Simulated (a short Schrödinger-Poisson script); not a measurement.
Stack: symmetric double-gate stack, SiO2 on p-type Si(100), at 300 K.

```csv
layer,material,thickness (nm),Na (cm⁻³)
1,SiO2,3.5,-
2,Si,10,1e16
3,SiO2,3.5,-
```

Constants are typed, rounded textbook-type inputs, not results; the design itself was drawn at random and stands for no fabricated device. SiO2: permittivity 3.9, conduction-band edge (eV) 3.15, gap (eV) 9, electron mass (mₑ) 0.5. Si: permittivity 11.7, conduction-band edge (eV) 0, gap (eV) 1.124, Nv at 300 K (cm⁻³) 3.1e19.

Channel valleys (confinement mass, in-plane density-of-states mass, number): Δ2 0.916, 0.19, 2; Δ4 0.19, 0.417, 4. At the gates, both at one voltage, the conduction-band edge of layer 1 lies 3.22 eV − eVg above the Fermi level of the channel. Gaps are held at their typed values at every temperature. Mesh 0.03 nm at interfaces.

From a short Schrödinger-Poisson script (our own, NumPy): 1D Poisson equation in equilibrium, electrons classical, Fermi-Dirac, parabolic valleys, classical holes, full ionisation, no traps, pinning or gate leakage.

The same stack at other levels of the model or other numerical settings:

```tsv
run	sheet density of all electrons at Vg = 2.25 V (cm⁻²)	sheet density of all electrons at Vg = 0.45 V (cm⁻²)	capacitance of both gates at Vg = 2.25 V (μF/cm²)	rough cost against the base
base	2.53e13	4.74e12	1.87	about 1
electrons treated as classical, Boltzmann	2.59e13	4.78e12	1.92	0.2
electrons treated as quantum, Hartree	2.38e13	4.29e12	1.79	10
mesh six times as coarse	2.52e13	4.71e12	1.85	0.4
```

The classical rows ignore confinement, and Boltzmann statistics overrate the density once the band edge passes the Fermi level.
